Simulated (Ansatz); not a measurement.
Terminations of the (0001) surface of hcp Ru, measured from the surface 'clean 1x1'. Atoms come from or go to: Fe: bcc Fe, ferromagnetic, Mo: bcc Mo, Ni: fcc Ni, ferromagnetic, Re: hcp Re, Ru: hcp Ru, S: ⅛ S8(g), Si: silicon, Sn: beta tin, Ta: bcc Ta, Ti: hcp Ti. ΔE is the energy of forming the row's surface from that one (negative: more stable at these reservoirs); the vacuum level's shift is aligned on the shared bottom. No zero-point or thermal terms. These are constructed structures in small cells; real faces may alloy, dewet or reconstruct in larger ones, and not all known structures of the face are among them. Slabs of about 11 Å, Fermi-Dirac smearing of 0.1 eV. Bottom of the slabs: a bare face, its two planes held. Relaxed from the named starts with such symmetry as they have, on meshes of like density; energies extrapolated to zero smearing; spin only where a row says so; no spin-orbit coupling, no U. Brackets mark spin-polarised runs, whose order is one that fits the cell. A dash marks a value that is undefined for that row (no clear gap, or no work function of a gapped slab) or was not read reliably on its mesh.

Level of theory: PBE (plane waves to 420 eV, PAW; Ansatz, a program for electronic structure).

```tsv
surface	atoms added per 1x1	ΔE per 1x1 (eV)	shift of the vacuum level (eV)	work function (eV)
a pseudomorphic layer of Re in the host's stacking	+1 Re	(withheld)	0.26	5.24
(√3x√3)R30° layer of S, one a cell, on the site that continues the host's stacking	+0.333 S	-0.86	0.29	5.28
a pseudomorphic layer of Mo in the host's stacking	+1 Mo	(withheld)	-0.03	4.94
a layer of Ti in place of the second plane	-1 Ru, +1 Ti	-0.41	-0.22	4.75
a pseudomorphic layer of Fe in the host's stacking [spin, 2.5 μB a cell]	+1 Fe	0.18	-0.49	4.49
a layer of Si in place of the second plane	-1 Ru, +1 Si	-0.79	0.02	4.96
a layer of Ta in place of the second plane	-1 Ru, +1 Ta	0.09	-0.33	4.64
(√3x√3)R30° surface alloy, Sn on one Ru site of the top plane	-0.333 Ru, +0.333 Sn	-0.50	-0.66	4.31
one row in 4 of the top plane missing	-0.25 Ru	(withheld)	-0.39	4.58
a pseudomorphic layer of Si in the other hollow	+1 Si	-0.63	0.06	5.05
a layer of Ni in place of the third plane [spin start, no net moment]	+1 Ni, -1 Ru	(withheld)	-0.09	4.89
a layer of Fe in place of the third plane [spin, 1.6 μB a cell]	+1 Fe, -1 Ru	0.31	-0.07	4.92
```

What belongs in the gaps?


- a pseudomorphic layer of Re in the host's stacking, ΔE per 1x1 (eV): 0.04
- a pseudomorphic layer of Mo in the host's stacking, ΔE per 1x1 (eV): 0.21
- one row in 4 of the top plane missing, ΔE per 1x1 (eV): 0.30
- a layer of Ni in place of the third plane [spin start, no net moment], ΔE per 1x1 (eV): 0.26
